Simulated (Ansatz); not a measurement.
**How the lattice constant a of W2Ge (model structure, started from the Ni2In type, P6₃/mmc, No. 194, 6 atoms in the cell) moves with the method**

No measured value is used here.

| level (code) | value (Å) |
|---|---|
| PBE (Ansatz) | 4.542 |
| PBEsol (Ansatz) | … |
| PBE-D3(BJ) (Ansatz) | 4.497 |

Problem. Complete the blanks.

Solution. 
- PBEsol (Ansatz, a quantum-chemistry and plane-wave program), value (Å): 4.494

Density-functional levels without +SOC have no spin–orbit coupling. Ansatz's density-functional and Hartree–Fock values are scalar-relativistic unless marked +SOC, with PAW data made under PBE.

A model structure was made by putting elements into a prototype or built by hand; it is no filed structure, need not be a known phase, and can be a saddle point held by its symmetry.
